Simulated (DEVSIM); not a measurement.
System: Ti/Al2O3/p-Ge capacitor, at 400 K.

Layer 1 from the left is Al2O3, thickness (nm) 3.10. Layer 2 from the left is Ge, thickness (nm) 5700, Na (cm⁻³) 1.1e16.

Metal gate on the left, work function 4.33 eV. Fixed charge at the semiconductor interface 2.2e12 cm⁻² (in units of +e); no interface traps.

This is a model device: material constants are rounded textbook-type values typed into the input, and sizes, dopings and lifetimes were drawn at random. Values at 300 K; Nc and Nv go as T^1.5, mobilities as T to minus their exponent, the gap by Varshni's rule with the affinity fixed.

Al2O3: gap (eV) 6.8, affinity (eV) 1.35, permittivity 9. Ge: gap (eV) 0.664, affinity (eV) 4, permittivity 16, Nc (cm⁻³) 1.04e19, Nv (cm⁻³) 6e18, Varshni α (eV/K) 0.000477, Varshni β (K) 235.

Q: Estimate by hand the flat-band voltage, the threshold voltage, and compare with a numerical solution.

A: 
- Flat-band voltage: C = 2.57 μF/cm², work-function difference -0.063 V; VFB = φms − qNf/C = -0.20 V; numerical -0.20 V.
- Threshold voltage: φF = 0.071 V, depletion charge √(4εqNφF) = 2.66e-8 C/cm²; VT = VFB + 2φF + Qd/C = -0.05 V; numerical -0.05 V.

Model (solved in DEVSIM): 1D Poisson equation in equilibrium, Boltzmann statistics, complete ionisation; no quantum confinement or tunnelling. Metal contacts follow the ideal Schottky-Mott rule: no Fermi-level pinning, no interface dipoles.
